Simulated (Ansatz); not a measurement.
The reference is CsPbBr₃ in the cubic perovskite structure (space group Pm-3m, No. 221).

```xyz
5
Lattice="5.7702 0.0000 0.0000 0.0000 5.7702 0.0000 0.0000 0.0000 5.7702" Properties=species:S:1:pos:R:3 pbc="T T T"
Cs     0.0000     0.0000     0.0000
Pb     2.8851     2.8851     2.8851
Br     2.8851     0.0000     2.8851
Br     0.0000     2.8851     2.8851
Br     2.8851     2.8851     0.0000
```

Cartesian axes are those of the cell as printed.

Level of theory: LDA (Ansatz, an electronic-structure program, PAW, no spin-orbit coupling).

Base values:

| Item | Result |
|---|---|
| Band gap | 1.17 eV |
| Shortest interatomic distance | 2.885 Å |

Perturbation: biaxial strain +1.20 %, plane normal [001], relaxed out of plane (Cartesian); in-plane vectors clamped, the third vector and the atoms free.

**Question.** How does this affect the band gap?

**Answer.** The band gap goes up by 0.055 eV, from 1.17 eV to 1.22 eV.

**Question.** How does this affect the out-of-plane strain?

**Answer.** The out-of-plane strain comes out as -0.27 %.

**Question.** What does the calculation give for the shortest interatomic distance after the change?

**Answer.** The shortest interatomic distance shrinks by 0.008 Å (2.885 Å → 2.877 Å).

**Question.** How does this affect the energy relative to the base?

**Answer.** The energy goes up by 2.2 meV/atom.

Spin-orbit coupling, missing from the scalar runs, can matter with Pb. No phonon test of stability was made. Many cubic perovskites are stable only at high temperature; tilts and polar distortions were not tested. This is not the structure that CsPbBr3 has at room temperature and ambient pressure.
